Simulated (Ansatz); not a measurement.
## Response to strain in BeS

Consider BeS in the zinc blende structure (space group F-43m, No. 216; a = 4.8686 Å).

Strains are applied to the cell and any free atomic positions relax.

The values are results of r2SCAN/PAW in Ansatz (a first-principles code), without spin-orbit coupling, not measurements.

Notes on the quantities. energy relative to the base: free energy F.

```json
[
 {"case": "base", "pressure": "0.00 GPa", "band gap": "3.59 eV", "volume per atom": "14.43 Å³", "electron mass": "0.79 mₑ along k, 0.29 mₑ across (at X)", "energy relative to the base": "0 meV/atom"},
 {"case": "isotropic strain −3.00 %", "pressure": "10.56 GPa", "band gap": "3.37 eV", "volume per atom": "13.17 Å³", "electron mass": "0.76 mₑ along k, 0.27 mₑ across (at X)", "energy relative to the base": "+39 meV/atom"},
 {"case": "isotropic strain −2.50 %", "pressure": "8.53 GPa", "band gap": "3.41 eV", "volume per atom": "13.37 Å³", "electron mass": "0.77 mₑ along k, 0.27 mₑ across (at X)", "energy relative to the base": "+26 meV/atom"},
 {"case": "isotropic strain −2.00 %", "pressure": "6.62 GPa", "band gap": "3.45 eV", "volume per atom": "13.58 Å³", "electron mass": "0.77 mₑ along k, 0.28 mₑ across (at X)", "energy relative to the base": "+17 meV/atom"},
 {"case": "isotropic strain −1.50 %", "pressure": "4.81 GPa", "band gap": "3.48 eV", "volume per atom": "13.79 Å³", "electron mass": "0.78 mₑ along k, 0.28 mₑ across (at X)", "energy relative to the base": "+9.3 meV/atom"},
 {"case": "isotropic strain −1.00 %", "pressure": "3.11 GPa", "band gap": "3.52 eV", "volume per atom": "14.00 Å³", "electron mass": "0.78 mₑ along k, 0.28 mₑ across (at X)", "energy relative to the base": "+4.1 meV/atom"},
 {"case": "isotropic strain −0.50 %", "pressure": "1.51 GPa", "band gap": "3.56 eV", "volume per atom": "14.21 Å³", "electron mass": "0.78 mₑ along k, 0.28 mₑ across (at X)", "energy relative to the base": "+1.0 meV/atom"}
]
```

Masses are band curvatures over ±0.01 Å⁻¹ around the edge. Along k means along the line from Γ to the band edge. Whether these cells are dynamically stable was not tested.
